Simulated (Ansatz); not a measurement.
Consider GaN in the wurtzite structure (space group P6_3mc, No. 186; a = 3.152 Å, c = 5.138 Å). Axes: x lies along a and z along c of the hexagonal cell.

Calculations: LDA (Ansatz, an electronic-structure program), no SOC.

Strains are applied to the cell and any free atomic positions relax; under biaxial strain the out-of-plane vector relaxes too.

One change was made to it. Results:

| quantity | base | after |
|---|---|---|
| band gap | 2.13 eV | 1.84 eV |
| gap character | direct at Γ | direct at Γ |
| valence-band top at Γ (three highest levels, from the VBM) | 0.00, 0.00, -0.05 eV | 0.00, -0.14, -0.14 eV |

Name the change that was made.
A) biaxial strain +1.80 %, plane normal [001], relaxed out of plane
B) biaxial strain +3.00 %, plane normal [001], relaxed out of plane
C) biaxial strain +2.40 %, plane normal [001], relaxed out of plane

C, biaxial strain +2.40 %, plane normal [001], relaxed out of plane. For comparison, the band gap in the other runs: biaxial strain +1.80 %, plane normal [001], relaxed out of plane gives 1.93 eV; biaxial strain +3.00 %, plane normal [001], relaxed out of plane gives 1.76 eV.

No phonon test of stability was made.
